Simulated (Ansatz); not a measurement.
**A computed series for Mo3S4: response to strain**

The parent structure is Mo₃S₄ (space group R-3, No. 148; a = 9.134 Å, c = 10.851 Å (hexagonal axes)). Axes: x lies along a and z along c of the hexagonal cell.

Strains are applied to the cell and any free atomic positions relax; under biaxial strain the out-of-plane vector relaxes too.

Method: Ansatz (a quantum-chemistry and plane-wave program), PBEsol, PAW, cutoff 420 eV, spin-orbit coupling left out.

Notes on the quantities. pressure: mean of the normal stresses, compression positive; energy relative to the base: free energy F.

| variant | pressure | energy relative to the base | shortest interatomic distance |
|---|---|---|---|
| base | 0.0 GPa | 0 meV/atom | 2.397 Å |
| biaxial strain +0.82 %, plane normal [001], relaxed out of plane | -0.5 GPa | +0.8 meV/atom | 2.401 Å |
| biaxial strain +1.81 %, plane normal [001], relaxed out of plane | -1.1 GPa | +3.7 meV/atom | 2.405 Å |
| isotropic strain −2.15 % | 5.8 GPa | +20 meV/atom | 2.359 Å |

Without a gap, meshes like the base's 6×6×6 leave anisotropic stresses uncertain by several tenths of a GPa, and small strain energies with them. Stability against distortions was not tested. All final runs are without spin polarisation.
